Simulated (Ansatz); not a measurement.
# A computed series for BaO: pressure series

Consider BaO in the rock salt structure (space group Fm-3m, No. 225; a = 5.490 Å).

Cell and atoms are relaxed at each pressure.

The values are results of plane-wave PAW DFT at the PBEsol level (Ansatz, a program for electronic structure, 420 eV), no spin-orbit coupling, not measurements.

Notes on the quantities. enthalpy: H = E + PV relative to the base's energy.

| case | electron mass | volume per atom | enthalpy | band gap |
|---|---|---|---|---|
| base | 1.2 mₑ along k, 0.38 mₑ across (at X) | 20.68 Å³ | – | 1.84 eV |
| pressure −2 GPa | 1.2 mₑ along k, 0.39 mₑ across (at X) | 21.25 Å³ | -0.26 eV/atom | 1.94 eV |
| pressure −1 GPa | 1.2 mₑ along k, 0.38 mₑ across (at X) | 20.96 Å³ | -0.13 eV/atom | 1.89 eV |
| pressure 0.9 GPa | 1.2 mₑ along k, 0.38 mₑ across (at X) | 20.45 Å³ | +0.12 eV/atom | 1.79 eV |
| pressure 2.1 GPa | 1.2 mₑ along k, 0.38 mₑ across (at X) | 20.16 Å³ | +0.27 eV/atom | 1.74 eV |
| pressure 4.5 GPa | 1.2 mₑ along k, 0.37 mₑ across (at X) | 19.65 Å³ | +0.57 eV/atom | 1.63 eV |
| pressure 9 GPa | 1.2 mₑ along k, 0.36 mₑ across (at X) | 18.84 Å³ | +1.11 eV/atom | 1.43 eV |
| pressure 15 GPa | 1.2 mₑ along k, 0.35 mₑ across (at X) | 17.98 Å³ | +1.79 eV/atom | 1.19 eV |
| pressure 22.5 GPa | 1.2 mₑ along k, 0.35 mₑ across (at X) | 17.14 Å³ | +2.62 eV/atom | 0.90 eV |
| pressure 30 GPa | 1.2 mₑ along k, 0.34 mₑ across (at X) | 16.46 Å³ | +3.40 eV/atom | 0.64 eV |

Load acts through the strain it causes; cell and atoms are relaxed under it. Masses are band curvatures over ±0.01 Å⁻¹ around the edge. Along k means along the line from Γ to the band edge. Stability against distortions was not tested. No other phases were tried under pressure.
